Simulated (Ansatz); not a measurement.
Base system: SnSe2 in the CdI2 type structure (space group P-3m1, No. 164; a = 3.840 Å, c = 6.006 Å; layered, stacked along the Cartesian z axis).

The change: cell and atoms relaxed at a pressure of 3 GPa.

Levels (all Ansatz, a program for electronic structure, PAW): PBE-D3(BJ) (420 eV, no SOC); r2SCAN (500 eV, no spin-orbit coupling); PBE+SOC (420 eV, noncollinear with spin-orbit coupling).

One geometry, relaxed with PBE-D3(BJ), under each level:

```
level       band gap
----------  --------
PBE-D3(BJ)      zero
r2SCAN           ___
PBE+SOC         zero
```

Q: Give the withheld r2SCAN results.

A: 
- r2SCAN, band gap: 0.26 eV

Single points use the geometry relaxed with PBE-D3(BJ). Their cutoffs differ, which shifts pressures a little. The mesh was chosen for an insulator and is coarse for the gapless case. The spin-orbit shifts are approximate. Load acts through the strain it causes; cell and atoms are relaxed under it. Whether these cells are dynamically stable was not tested. The runs without spin-orbit coupling are not spin-polarised. The zero or small gap of SnSe2 under pressure 3 GPa can change with the level of theory.
